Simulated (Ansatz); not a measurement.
Start from ZnSnO₃ (space group R3c, No. 161).

```xyz
10
Lattice="2.6392 1.5237 4.6700 -2.6392 1.5237 4.6700 0.0000 -3.0474 4.6700" Properties=species:S:1:pos:R:3 pbc="T T T"
Zn     0.0000     0.0000     4.1318
Zn     0.0000     0.0000    11.1368
Sn     0.0000     0.0000     0.1761
Sn     0.0000     0.0000     7.1811
O      1.5978     0.0414     5.8039
O     -0.8347     1.3631     5.8039
O     -0.7631    -1.4044     5.8039
O      0.7631     1.6430     8.1389
O     -1.8044    -0.1606     8.1389
O      1.0413    -1.4824     8.1389
```

Cartesian axes are those of the cell as printed.

Level of theory: DFT with PBEsol, PAW potentials and a 420 eV plane-wave cutoff in Ansatz (a quantum-chemistry and plane-wave program), spin-orbit coupling left out.

Strains are applied to the cell and any free atomic positions relax; under biaxial strain the out-of-plane vector relaxes too.

One change was made to it. Results:

```json
[
 {"quantity": "width of the top valence band", "base": "0.31 eV", "after": "0.29 eV"},
 {"quantity": "electron mass", "base": "0.19 mₑ (at Γ)", "after": "0.17 mₑ out of plane, 0.18 mₑ in plane (at Γ)"},
 {"quantity": "volume per atom", "base": "11.27 Å³", "after": "11.44 Å³"},
 {"quantity": "gap character", "base": "direct at Γ", "after": "direct at Γ"}
]
```

Task: Name the change that was made.
A) biaxial strain −1.99 %, plane normal [001], relaxed out of plane
B) isotropic strain +4.19 %
C) biaxial strain +1.46 %, plane normal [001], relaxed out of plane
D) biaxial strain −2.28 %, plane normal [001], relaxed out of plane

Result: C, biaxial strain +1.46 %, plane normal [001], relaxed out of plane. For comparison, the electron mass in the other runs: biaxial strain −2.28 %, plane normal [001], relaxed out of plane gives 0.20 mₑ (at Γ); biaxial strain −1.99 %, plane normal [001], relaxed out of plane gives 0.20 mₑ (at Γ); isotropic strain +4.19 % gives 0.10 mₑ along c, 0.12 mₑ across (at Γ).

Masses are band curvatures over ±0.01 Å⁻¹ around the edge. No phonon test of stability was made.
